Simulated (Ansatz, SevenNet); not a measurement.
AlB2-type TiB2: properties by level of theory

Reference values: lattice constant a 3.029 Å (measured, 293 K, not corrected to a static lattice; as tabulated in R. G. Munro, J. Res. NIST 105, 709 (2000), Material Properties of Titanium …); lattice parameter c 3.229 Å (measured, 293 K, not corrected to a static lattice; as tabulated in R. G. Munro, J. Res. NIST 105, 709 (2000), Material Properties of Titanium …).

```
level (code)           lattice parameter a (Å)  lattice parameter c (Å)
---------------------  -----------------------  -----------------------
SevenNet-0 (SevenNet)                        …                    3.231
r²SCAN (Ansatz)                              …                    3.222
HSE06 (Ansatz)                               …                        …
```

**Question.** Complete the blanks.

**Answer.** 
- SevenNet-0 (SevenNet), lattice parameter a (Å): 3.035
- r²SCAN (Ansatz, a program for electronic structure), lattice parameter a (Å): 3.025
- HSE06 (Ansatz), lattice parameter a (Å): 3.014
- HSE06 (Ansatz), lattice parameter c (Å): 3.202

Differences from the reference values (errors of the level alone only where the reference is corrected to a static lattice):

| level | lattice constant a (%) | lattice parameter c (%) |
|---|---|---|
| SevenNet-0 | +0.20 | +0.06 |
| r²SCAN | -0.13 | -0.22 |
| HSE06 | -0.50 | -0.84 |

Nearest: lattice constant a, not ranked (reference at room or unstated temperature); lattice parameter c, not ranked (reference at room or unstated temperature).

Machine-learned potentials (SevenNet-0) are trained on DFT data, which may include these solids.

Caveats: hybrids on metals are sensitive to the k mesh and can open a false gap (HSE06). Ansatz's density-functional and Hartree–Fock values are scalar-relativistic unless marked +SOC, with PAW data made under PBE.

Differences are worked out from the printed values.

Static lattice: no zero-point or thermal effects.
